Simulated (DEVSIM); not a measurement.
Device: Pd/Al2O3/p-Ge capacitor, at 300 K.

Layer 1 from the left is Al2O3, thickness (nm) 5.40. Layer 2 from the left is Ge, thickness (nm) 2000, Na (cm⁻³) 8.9e16.

Metal gate on the left, work function 5.2 eV. Fixed charge at the semiconductor interface -4.3e11 cm⁻² (in units of +e); no interface traps.

The device is made up for the run: typed textbook-type constants, with dimensions and the other settings drawn at random. Values at 300 K.

Al2O3: gap (eV) 6.8, affinity (eV) 1.35, permittivity 9. Ge: gap (eV) 0.664, affinity (eV) 4, permittivity 16, Nc (cm⁻³) 1.04e19, Nv (cm⁻³) 6e18.

Simulated with DEVSIM: 1D Poisson equation in equilibrium, Boltzmann statistics, complete ionisation; no quantum confinement or tunnelling. Metal contacts follow the ideal Schottky-Mott rule: no Fermi-level pinning, no interface dipoles.

Q: What does the simulation give for the threshold voltage (band bending 2φF), the minimum of the low-frequency capacitance?

A: threshold voltage (band bending 2φF) 1.21 V; minimum of the low-frequency capacitance 0.164 μF/cm².
